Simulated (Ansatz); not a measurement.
Ansatz (a program for electronic structure) run on TiTeSe (P3m1, 3 atoms in the cell): self-consistent single point.

Method: PBEsol, default PAW files made with PBE (plane waves; Ansatz).

```
CELL_PARAMETERS angstrom
      3.66892     0.00000     0.00000
     -1.83446     3.17737     0.00000
      0.00000     0.00000     6.60556
ATOMIC_POSITIONS crystal
  Ti 0.00000 0.00000 0.97872
  Te 0.66667 0.33333 0.25167
  Se 0.33333 0.66667 0.76962
```

Reference input (self-consistent single point, DFT, PBEsol, plane waves, default PAW files made with PBE): basis.ecutwfc = 420 eV; kpoints.mp_grid.grid = 10 10 5; hamiltonian.xc = pbesol; hamiltonian.pseudopotentials = {kind: paw} (the program's default PAW files); scf.occupations.method = gaussian; scf.occupations.width = 0.2 eV. This run's input differs from it in these lines:

Ansatz 0.2 input:
```diff
@@ -13,3 +13,3 @@
   mp_grid:
-    grid: [10, 10, 5]
+    grid: [11, 11, 6]
 hamiltonian:
@@ -21,3 +21,3 @@
     method: gaussian
-    width: 0.2
+    width: 0.1
 output:
```

Output, abridged:

```
SCF iter   1: F=—  HF=-14802.396861 eV  |F-HF|=—  |Δ(HF+E_count)|=         —  Δρ=5.03e-3  dr2=2.97e-2  ethr=1.77e-3  ⟨swp⟩=5.3  Hψ=9806  notcnv=0
all-band conjugate gradients solve this SCF's bands
preconditioner: auto → LDOS
SCF iter   2: F=—  HF=-14802.394889 eV  |F-HF|=—  |Δ(HF+E_count)|=   1.97e-3  Δρ=4.42e-3  dr2=2.57e-2  ethr=6.74e-5  ⟨swp⟩=2.0  Hψ=4293  notcnv=0  defer=37
SCF iter   3: F=—  HF=-14802.390896 eV  |F-HF|=—  |Δ(HF+E_count)|=   3.99e-3  Δρ=7.52e-4  dr2=9.21e-4  ethr=5.84e-5  ⟨swp⟩=2.4  Hψ=3544  notcnv=0  defer=37
SCF iter   4: F=—  HF=-14802.390834 eV  |F-HF|=—  |Δ(HF+E_count)|=   6.17e-5  Δρ=1.53e-4  dr2=4.13e-5  ethr=2.09e-6  ⟨swp⟩=2.0  Hψ=2528  notcnv=0  defer=37
SCF iter   5: F=—  HF=-14802.390837 eV  |F-HF|=—  |Δ(HF+E_count)|=   2.40e-6  Δρ=5.00e-5  dr2=3.02e-6  ethr=9.38e-8  ⟨swp⟩=2.0  Hψ=3578  notcnv=0  defer=37
SCF iter   6: F=-14802.390837 eV  HF=-14802.390837 eV  |F-HF|=3.24e-8  |Δ(HF+E_count)|=   2.60e-8  Δρ=1.32e-5  dr2=8.27e-8  ethr=2.27e-10  ⟨swp⟩=6.4  Hψ=11147  notcnv=0
SCF 1 converged in 6 iterations: F = -14802.390837 eV  dr2 = 8.27e-8
Free energy (F): -14802.390837 eV
Internal energy: -14802.384236 eV  (E = F + TS)
E sigma→0 (E₀):  -14802.387536 eV
Entropy (-TS):   -0.006601 eV (-2.200 meV/atom)
Fermi energy:    9.099870 eV
--- Forces (eV/Å), atoms counted from 1 ---
  atom   1  Ti    -0.00000000     0.00000000    -0.09158449
  atom   2  Te     0.00000000    -0.00000000     0.13633517
  atom   3  Se    -0.00000000     0.00000000    -0.04482025
--- Stress (GPa, compression-positive) ---
       -2.542332       0.000000       0.000000
        0.000000      -2.542332       0.000000
       -0.000000       0.000000      -0.465225
  P = ⅓ Tr σ = -1.8500 GPa (-18.500 kbar)
  The stress holds the Pulay correction. Without it, at fixed plane waves, as pw.x and ABINIT print it: P = -1.8690 GPa
```

The run converged in 6 iterations. Against the reference run the free energy rises by 2.9 meV/atom, the pressure hardly changes (-1.83 to -1.85 GPa) and the largest force goes from 0.146 to 0.136 eV/Å.

The starting cell comes from a database of computed structures (which also holds hypothetical and non-ambient phases and stackings), without a prior relaxation at this level. Its lattice was rescaled by a random factor within 2.5 % of one. Spin-orbit coupling is off. Spin polarisation is off, so a magnetic state, if there is one, cannot be reached. Ansatz's pressure includes its estimate of the finite-basis (Pulay) stress.
